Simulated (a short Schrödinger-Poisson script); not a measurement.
Structure: symmetric double-gate stack, SiO2 on p-type Si(100), at 300 K.

```
layer  material  thickness (nm)  Na (cm⁻³)
-----  --------  --------------  ---------
1          SiO2             0.8          -
2            Si              20       1e15
3          SiO2             0.8          -
```

The device is made up for the run: typed textbook-type constants, with dimensions and the other settings drawn at random. SiO2: permittivity 3.9, conduction-band edge (eV) 3.15, gap (eV) 9, electron mass (mₑ) 0.5. Si: permittivity 11.7, conduction-band edge (eV) 0, gap (eV) 1.124, Nv at 300 K (cm⁻³) 3.1e19.

Channel valleys (confinement mass, in-plane density-of-states mass, number): Δ2 0.916, 0.19, 2; Δ4 0.19, 0.417, 4. At the gates, both at one voltage, the conduction-band edge of layer 1 lies 3.26 eV − eVg above the Fermi level of the channel. Gaps are held at their typed values at every temperature. Mesh 0.03 nm at interfaces.

Solved with a short Schrödinger-Poisson script written for these runs: 1D Poisson equation in equilibrium, electrons quantum, Hartree (BenDaniel-Duke, 12 states a valley, the channel's in-plane mass for all, wave functions free to enter the dielectric), parabolic valleys, classical holes, full ionisation, no traps, pinning or gate leakage.

The same stack at other levels of the model or other numerical settings:

```
run                                          sheet density of all electrons at Vg = 0.8 V (cm⁻²)  sheet density of all electrons at Vg = 0.2 V (cm⁻²)  capacitance of both gates at Vg = 0.8 V (μF/cm²)  gate voltage at 1e11 electrons/cm² (V)  rough cost against the base
-------------------------------------------  ---------------------------------------------------  ---------------------------------------------------  ------------------------------------------------  --------------------------------------  ---------------------------
base                                                                                     2.37e13                                              3.84e12                                              5.99                                   -0.04                      about 1
electrons treated as classical, Boltzmann                                                      …                                              5.19e12                                              7.90                                   -0.05                         0.02
electrons treated as classical, Fermi-Dirac                                                    …                                                    …                                              6.97                                   -0.05                         0.07
mesh six times as coarse                                                                 2.36e13                                              3.83e12                                              5.97                                   -0.04                          0.2
```

Q: Some entries are withheld; supply them.

A: 
- electrons treated as classical, Fermi-Dirac, sheet density of all electrons at Vg = 0.8 V (cm⁻²): 2.96e13
- electrons treated as classical, Fermi-Dirac, sheet density of all electrons at Vg = 0.2 V (cm⁻²): 5.08e12
- electrons treated as classical, Boltzmann, sheet density of all electrons at Vg = 0.8 V (cm⁻²): 3.23e13

The classical rows ignore confinement, and Boltzmann statistics overrate the density once the band edge passes the Fermi level.
